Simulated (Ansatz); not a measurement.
Candidates (primitive cells; geometry: relaxed with this functional, without spin-orbit coupling):
A. LaTl3 (Pm-3m), a = b = c = 4.793 Å, α = β = γ = 90.00°
B. ScB$_{2}$ (P6/mmm), a = b = 3.127 Å, c = 3.482 Å, α = β = 90.00°, γ = 120.00°
C. PdHg (P4/mmm), a = b = 3.0130 Å, c = 3.7354 Å, α = β = γ = 90.00°
D. YPb3 (Pm-3m), a = 4.8050 Å, b = 4.8050 Å, c = 4.8050 Å, α = 90.00°, β = 90.00°, γ = 90.00°
E. Nb (Im-3m), a = 2.8342 Å, b = 2.8342 Å, c = 2.8342 Å, α = 109.47°, β = 109.47°, γ = 109.47°

Problem. Rank these by electron-phonon coupling λ (highest first), as Ansatz (a quantum-chemistry and plane-wave program) with PBEsol, DFPT electron-phonon coupling, linearised Boltzmann equation gives it.

Solution. E (1.42), D (0.96), A (0.52), B (0.30), C (0.138)

Metals; harmonic phonons. Halving the electron mesh moves these values by up to 6 %; q meshes are mostly untested. Some of the runs warned that the eigensolver left states short of its tolerance. Spin-orbit coupling is left out.

Formula and space group known from diffraction (Crystallography Open Database), not checked to be the room-temperature form: LaTl3 (Pm-3m), PdHg (P4/mmm), ScB2 (P6/mmm), YPb3 (Pm-3m). The missing spin-orbit coupling matters most for LaTl3 (Pm-3m), PdHg (P4/mmm), YPb3 (Pm-3m).
